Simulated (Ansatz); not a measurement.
Density of states of CdS (P6_3mc) below the valence band maximum, Ansatz (a quantum-chemistry and plane-wave program) with r2SCAN with spin-orbit coupling, rigid bands; cell volume 101.6 Å³.

```json
[
 {"energy from edge (eV)": "0.006", "10⁻³ states/eV/cell": "50.3"},
 {"energy from edge (eV)": "0.031", "10⁻³ states/eV/cell": "241"},
 {"energy from edge (eV)": "0.056", "10⁻³ states/eV/cell": "397"},
 {"energy from edge (eV)": "0.081", "10⁻³ states/eV/cell": "578"},
 {"energy from edge (eV)": "0.106", "10⁻³ states/eV/cell": "708"},
 {"energy from edge (eV)": "0.131", "10⁻³ states/eV/cell": "818"},
 {"energy from edge (eV)": "0.156", "10⁻³ states/eV/cell": "919"},
 {"energy from edge (eV)": "0.181", "10⁻³ states/eV/cell": "1010"},
 {"energy from edge (eV)": "0.206", "10⁻³ states/eV/cell": "1110"},
 {"energy from edge (eV)": "0.231", "10⁻³ states/eV/cell": "1190"},
 {"energy from edge (eV)": "0.256", "10⁻³ states/eV/cell": "1280"},
 {"energy from edge (eV)": "0.281", "10⁻³ states/eV/cell": "1370"},
 {"energy from edge (eV)": "0.319", "10⁻³ states/eV/cell": "1500"},
 {"energy from edge (eV)": "0.344", "10⁻³ states/eV/cell": "1590"},
 {"energy from edge (eV)": "0.369", "10⁻³ states/eV/cell": "1680"},
 {"energy from edge (eV)": "0.394", "10⁻³ states/eV/cell": "1770"},
 {"energy from edge (eV)": "0.419", "10⁻³ states/eV/cell": "1860"},
 {"energy from edge (eV)": "0.444", "10⁻³ states/eV/cell": "1960"},
 {"energy from edge (eV)": "0.469", "10⁻³ states/eV/cell": "2060"},
 {"energy from edge (eV)": "0.494", "10⁻³ states/eV/cell": "2170"},
 {"energy from edge (eV)": "0.519", "10⁻³ states/eV/cell": "2270"},
 {"energy from edge (eV)": "0.544", "10⁻³ states/eV/cell": "2380"},
 {"energy from edge (eV)": "0.569", "10⁻³ states/eV/cell": "2500"},
 {"energy from edge (eV)": "0.594", "10⁻³ states/eV/cell": "2630"}
]
```

Q: What effective density of states at 300 K does this give (∫ g(E) exp(−E/k_BT) dE, both spins, divided by the cell's size)?

A: 4.9e19 cm⁻³, a density-of-states mass of 1.56 mₑ, valleys and band degeneracy included.

Geometry: cell and atoms relaxed with r2SCAN.
